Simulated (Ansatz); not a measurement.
Take TiO₂ in the anatase structure (space group I4_1/amd, No. 141; a = 3.799 Å, c = 9.701 Å) as the base. Axes: x, y, z lie along a, b, c of the conventional cell.

Calculations: DFT with PBE, PAW potentials and a 420 eV plane-wave cutoff in Ansatz (a first-principles code), without spin-orbit coupling.

For the base:

```
Quantity               Result
-------------------  --------
Smallest direct gap   2.43 eV
Volume per atom      11.67 Å³
```

Modification: biaxial strain +0.67 %, plane normal [001], relaxed out of plane (Cartesian); in-plane vectors clamped, the third vector and the atoms free.

Q: Predict the new in-plane stress.

A: The mean in-plane stress (compression positive) comes out as -1.8 GPa.

Q: How does this affect the smallest direct gap?

A: The smallest direct gap drops by 0.04 eV to 2.39 eV.

Q: How does this affect the volume per atom?

A: The volume per atom grows by 0.04 Å³ (11.67 Å³ → 11.71 Å³).

Stability against distortions was not tested. All final runs are without spin polarisation.
